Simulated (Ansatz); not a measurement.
# A computed series for BeTe: response to strain and stress

Start from BeTe in the zinc blende structure (space group F-43m, No. 216; a = 5.604 Å). Axes: x, y, z lie along the cube axes.

Strains are applied to the cell and any free atomic positions relax; under stress the whole cell relaxes.

The values are results of PBEsol, PAW, 420 eV (Ansatz, a first-principles code; without spin-orbit coupling), not measurements.

Candidates:
(a) uniaxial stress, 8 GPa tension along z
(b) uniaxial stress, 1 GPa compression along x
(c) tensor shear ε_yz = −3.44 %
(d) strain tensor (xx, yy, zz, yz, xz, xy) = (−1.33, −0.99, −0.34, +0.82, +0.27, +1.22) %
(e) uniaxial strain ε_yy = +5.81 %

Base values:

```
Quantity    Value
--------  -------
Band gap  1.84 eV
```

**Question.** Order them by band gap, lowest first.

**Answer.** (c) tensor shear ε_yz = −3.44 % (1.30 eV), (a) uniaxial stress, 8 GPa tension along z (1.49 eV), (d) strain tensor (xx, yy, zz, yz, xz, xy) = (−1.33, −0.99, −0.34, +0.82, +0.27, +1.22) % (1.58 eV), (b) uniaxial stress, 1 GPa compression along x (1.68 eV), (e) uniaxial strain ε_yy = +5.81 % (1.75 eV)

Spin-orbit coupling, missing from the scalar runs, can matter with Te. Beyond what the load breaks, stability against distortions was not tested.
